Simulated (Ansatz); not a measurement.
The reference is HfS2 in the CdI2 type structure (space group P-3m1, No. 164; a = 3.6057 Å, c = 5.7676 Å; layered, stacked along the Cartesian z axis).

The values are results of Kohn–Sham DFT with the PBE-D3(BJ) functional, run in Ansatz (an electronic-structure program) with PAW and 420 eV plane waves, no SOC, not measurements.

Base values:

Band gap: 0.85 eV

Now apply this change: every lattice vector is stretched by 2.50 %, atoms relaxed at fixed cell.

Problem. Predict the new band gap.

Solution. The band gap goes up by 0.29 eV to 1.14 eV.

Problem. What happens to the largest internal atomic displacement?

Solution. The largest internal atomic displacement amounts to 0.072 Å.

With Hf present, leaving out spin-orbit coupling can change the band edges. The cells carry an imposed strain or load. Stability against distortions was not tested.
